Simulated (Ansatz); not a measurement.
Worked calculations on one periodic cell of amorphous Si$_{24}$O$_{50}$Hf: Si24O50Hf, 75 atoms, volume 1126.4 Å³, made by a melt-quench on the CHGNet potential and relaxed with DFT. O atoms were pushed apart under 1.9 Å during the dynamics, to hinder bonds among them. It is a model cell: composition and starting density were chosen by hand, and all elements were melted together. Cycles of charging were run to anneal it. Level of theory: PBE, scalar-relativistic without spin-orbit coupling (plane waves to 420 eV, PAW; Ansatz, a quantum-chemistry and plane-wave program). Sampling: a 2×2×2 Γ-centred mesh; Fermi-Dirac width 0.02 eV; no spin polarisation. Its volume was held where the quench left it, its shape was free, and it stands at a mean pressure of -2.2 GPa with stress components up to 2.2 GPa; the relaxation ran on the zone centre alone. Its density went from a set 2.44 to 2.44 g/cm³. The cell is small and was quenched far faster than a real film, so it is one sample of the glass.

**Question.** Count formal charges (Si +4, O -2, Hf +4). What does the count lead one to expect at the Fermi level, and what does the calculation give?

**Answer.** 24 × (+4) + 50 × (-2) + 1 × (+4) = 0. The charges balance, so the anion-derived valence states can be full and a gap can open. On this mesh the highest filled and lowest empty level lie 4.69 eV apart, the PBE gap of this cell, with a localised state at one edge or both.

Four energies for an added electron at PBE on the zone centre alone (charged cells in a uniform background, spin-polarised): neutral at the neutral geometry -59429.158 eV; charged at the neutral geometry -59422.904 eV; charged and relaxed -59422.933 eV; neutral at the charged geometry -59429.120 eV.

**Question.** Find the two relaxation energies and their sum, the reorganisation energy.

**Answer.** On charging: -59422.904 − (-59422.933) = 0.029 eV. On discharging: -59429.120 − (-59429.158) = 0.038 eV. The sum is 0.067 eV. The carrier's level spreads over 56 of the 75 atoms' worth, more than a fifth of the atoms or a third of the atoms of its main element (six at least), and the sum is small, so it counts as a band carrier, whose relaxation energy shrinks as the cell grows. PBE's self-interaction favours spread-out carriers, so a hybrid can localise more.
